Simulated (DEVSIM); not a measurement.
Device: illuminated Ge n-on-p cell, one wavelength, with a back-surface field, at 300 K.

```csv
layer (left to right),material,thickness (μm),Nd (cm⁻³),Na (cm⁻³),τn (s),τp (s),absorption coefficient (cm⁻¹)
1,Ge,0.140,9e17,-,7.2e-7,1.1e-6,2000
2,Ge,30.0,-,8.4e15,9e-6,9e-6,2000
3,Ge,0.370,-,2.3e18,9e-6,9e-6,2000
```

Left contact: ohmic, minority hole recombination velocity 20 cm/s. Right contact: ohmic, minority electron recombination velocity 30000 cm/s. Voltage is applied to the left contact. Recombination: SRH at mid-gap, radiative, Auger. Light enters at the left, 2.2e18 photons cm⁻² s⁻¹, one pass, no reflection. Mobility is μmin + (μ − μmin)/(1 + (N/Nref)^α).

This is a model device: material constants are rounded textbook-type values typed into the input, and sizes, dopings and lifetimes were drawn at random. Values at 300 K.

```tsv
parameter	Ge
gap (eV)	0.664
affinity (eV)	4
permittivity	16
Nc (cm⁻³)	1.04e19
Nv (cm⁻³)	6e18
μn (cm²/Vs)	3900
μp (cm²/Vs)	1900
μn,min	150
μp,min	100
Nref,n	2.6e17
Nref,p	4e17
αn	0.56
αp	0.6
B (cm³/s)	6.4e-14
Cn (cm⁶/s)	1e-31
Cp (cm⁶/s)	1e-31
```

Model (solved in DEVSIM): 1D drift-diffusion, Boltzmann statistics, complete ionisation; no tunnelling, impact ionisation, image-force lowering or self-heating.

The photon flux was swept, all else fixed.

```json
[
 {"photon flux (cm^-2 s^-1)": "6.6e16", "largest power (mW/cm²)": "1.41", "open-circuit voltage (V)": "0.207", "fill factor": "0.65", "short-circuit current (mA/cm²)": "10.5"},
 {"photon flux (cm^-2 s^-1)": "2.2e17", "largest power (mW/cm²)": "5.63", "open-circuit voltage (V)": "0.239", "fill factor": "0.67", "short-circuit current (mA/cm²)": "35.1"},
 {"photon flux (cm^-2 s^-1)": "6.6e17", "largest power (mW/cm²)": "19.5", "open-circuit voltage (V)": "0.272", "fill factor": "0.68", "short-circuit current (mA/cm²)": "105"},
 {"photon flux (cm^-2 s^-1)": "2.2e18", "largest power (mW/cm²)": "75.6", "open-circuit voltage (V)": "0.311", "fill factor": "0.69", "short-circuit current (mA/cm²)": "351"},
 {"photon flux (cm^-2 s^-1)": "6.6e18", "largest power (mW/cm²)": "258", "open-circuit voltage (V)": "0.347", "fill factor": "0.70", "short-circuit current (mA/cm²)": "1050"},
 {"photon flux (cm^-2 s^-1)": "2.2e19", "largest power (mW/cm²)": "979", "open-circuit voltage (V)": "0.385", "fill factor": "0.72", "short-circuit current (mA/cm²)": "3510"},
 {"photon flux (cm^-2 s^-1)": "6.6e19", "largest power (mW/cm²)": "3290", "open-circuit voltage (V)": "0.417", "fill factor": "0.75", "short-circuit current (mA/cm²)": "10500"}
]
```

From the first row to the last the largest power goes from 1.41 to 3290. From the first row to the last the open-circuit voltage goes from 0.207 to 0.417.
